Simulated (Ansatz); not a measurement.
**CuAu, response to strain**

Base system: CuAu (space group P4/mmm, No. 123; a = 2.813 Å, c = 3.593 Å; relaxed with 0.1 eV smearing). Axes: x, y, z lie along a, b, c of the conventional cell.

Strains are applied to the cell and any free atomic positions relax; under biaxial strain the out-of-plane vector relaxes too.

Computed with Ansatz (a program for electronic structure), PBEsol, PAW, cutoff 420 eV, no spin-orbit coupling.

```csv
"biaxial strain, plane normal [001], relaxed out of plane (%)",out-of-plane strain (%)
-3,4.99
-2.5,4.21
-2,3.41
-1.5,?
-1,1.73
-0.5,0.87
0,0.00
```

Question: Fit ε⊥ = −νε + γε² (strains in %) to the rows shown and predict the withheld row.

Answer: Least squares on the printed values gives ν = 1.77 (the biaxial Poisson response) and γ = -0.036 (largest residual 0.01 %); this predicts 2.58 %, and the run gives 2.57 %, in agreement.

Whether these cells are dynamically stable was not tested. The final runs are not spin-polarised.
